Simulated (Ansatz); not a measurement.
MgCO3 (R-3c, No. 167), treated with G0W0@PBEsol (plane waves, hard PAW, contour deformation; Ansatz, a first-principles code).

The cell has the measured lattice parameters. Conventional cell: a = 4.6320 Å, b = 4.6320 Å, c = 15.0020 Å, α = 90.00°, β = 90.00°, γ = 120.00°.

One run with a 4×4×4 mesh, response cutoff 150 eV and 712 empty bands, not extrapolated in mesh or basis; no spin–orbit coupling.

Some levels at Γ in eV, each set counted from its highest filled level:

```
row  degeneracy  PBEsol  quasiparticle
---  ----------  ------  -------------
1             1   -7.96              …
2             1   -7.80              …
3             1   -6.66          -6.52
4             2   -6.04              …
5             2   -5.65              …
6             1   -4.10          -4.09
7             1   -1.26              …
8             2   -0.99          -1.17
9             1   -0.47              …
10            2    0.00           0.00
11            1    5.85              …
12    1 or more    6.32              …
```

Question: What belongs in the gaps?

Answer: 
- 1, quasiparticle: -8.47
- 2, quasiparticle: -8.30
- 4, quasiparticle: -6.26
- 5, quasiparticle: -5.87
- 7, quasiparticle: -1.62
- 9, quasiparticle: -0.74
- 11, quasiparticle: 9.15
- 12, quasiparticle: 9.69

Levels within 5 meV count as one row.

Note: cell and atoms aren't relaxed at this level.
